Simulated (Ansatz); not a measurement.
# What biaxial strain −0.83 %, plane normal [111], relaxed out of plane does to MgO

The reference is MgO in the rock salt structure (space group Fm-3m, No. 225; a = 4.1592 Å). Axes: x, y, z lie along the cube axes.

It is then changed as follows: biaxial strain −0.83 %, plane normal [111], relaxed out of plane (Cartesian); in-plane vectors clamped, the third vector and the atoms free.

Level of theory: Kohn–Sham DFT with the LDA functional, run in Ansatz (an electronic-structure program) with PAW and 420 eV plane waves, scalar-relativistic without spin-orbit coupling. k-mesh 14×14×14 (Γ-centred); smearing 0.05 eV (Fermi–Dirac).

* **Volume per atom**: 8.87 Å³ (base 8.99 Å³)
* **Shortest interatomic distance**: 2.070 Å (base 2.080 Å)
* **Energy relative to the base (free energy F)**: +1.7 meV/atom
* **Pressure (mean of the normal stresses, compression positive)**: 2.40 GPa (base -0.01 GPa)
* **Band gap**: 5.14 eV (base 5.03 eV)
* **Gap character**: direct at Γ (base direct at Γ)
* **Electron mass**: 0.37 mₑ (at Γ) (base 0.36 mₑ (at Γ))
* **Valence-band top at Γ (three highest levels, from the VBM)**: 0.00, 0.00, -0.09 eV (base 0.00, 0.00, 0.00 eV)
* **Out-of-plane strain**: +0.31 %
* **Ratio −ε⊥/ε∥**: 0.37
* **Mean in-plane stress (compression positive)**: +3.6 GPa

Final structure (turned so that z lies along the plane normal):

```
MgO
1.0
    2.91656     0.00000     0.00000
    1.45828     2.52582     0.00000
    1.45828    -0.84194     2.40868
Mg O
1 1
Direct
  0.00000   0.00000   0.00000
  0.00000   0.50000   0.50000
```

Cost of the whole job for the changed cell (relaxation, final SCF and bands): around 20 core-seconds (rough).

Effective masses come from finite differences of ±0.01 Å⁻¹. Stability against distortions was not tested. k-point labels follow each cell's own Brillouin zone.
